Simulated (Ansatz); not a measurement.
Here is the system:

End structure of a constructed model of the (111) surface of fcc Cu, a pseudomorphic layer of Sn in the other hollow (bottom of the slab: a bare face, its two planes held):

```yaml
crystal:
  lattice:
    - [2.56680, 0.00000, 0.00000]
    - [-1.28340, 2.22291, 0.00000]
    - [0.00000, 0.00000, 29.00000]
  atoms:
    - { symbol: Cu, position: [0.33333, 0.66667, 0.27776] }
    - { symbol: Cu, position: [0.66667, 0.33333, 0.35003] }
    - { symbol: Cu, position: [0.00000, 0.00000, 0.42219] }
    - { symbol: Cu, position: [0.33333, 0.66667, 0.49446] }
    - { symbol: Cu, position: [0.66667, 0.33333, 0.56665] }
    - { symbol: Cu, position: [0.00000, 0.00000, 0.63891] }
    - { symbol: Sn, position: [0.66667, 0.33333, 0.72631] }
```

Slab: 7 atoms, 12.9 Å thick at the start with caps and adatoms (thin: gaps and levels are the slab's own); k 17x17x1, smearing 0.1 eV, dipole-corrected; 2 atoms held, the rest relaxed; symmetry of the start imposed; no spin, no spin-orbit, no U. In PBE it is, or lies within 0.01 eV a 1x1 cell of, the lowest of the 2 structures of its composition computed so far; subsurface sites and larger cells were not tried.

**Question.** What work function of the top face does Ansatz (a first-principles code) with PBE give?

**Answer.** 3.39 eV
